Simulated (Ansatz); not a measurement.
Consider the following.

```
AlN
1.0
    3.12978     0.00000     0.00000
   -1.56489     2.71047     0.00000
    0.00000     0.00000     5.01736
Al N
2 2
Direct
  0.66667   0.33333   0.00337
  0.33333   0.66667   0.50337
  0.66667   0.33333   0.62183
  0.33333   0.66667   0.12183
```

No spin polarisation.

Method: PBE (Ansatz, a quantum-chemistry and plane-wave program), spin-orbit coupling left out, earlier PAW set. Γ-centred 12×12×7 mesh, Fermi–Dirac width 0.05 eV.

Question: Predict the gap character and valence-band top at Γ.

Answer: 
* **Gap character**: direct at Γ
* **Valence-band top at Γ (three highest levels, from the VBM)**: 0.00, -0.20, -0.20 eV

Semilocal Kohn–Sham gaps tend to fall short of experiment. No phonon test of stability was made. The cell was made from GaN by this change: Ga → Al.
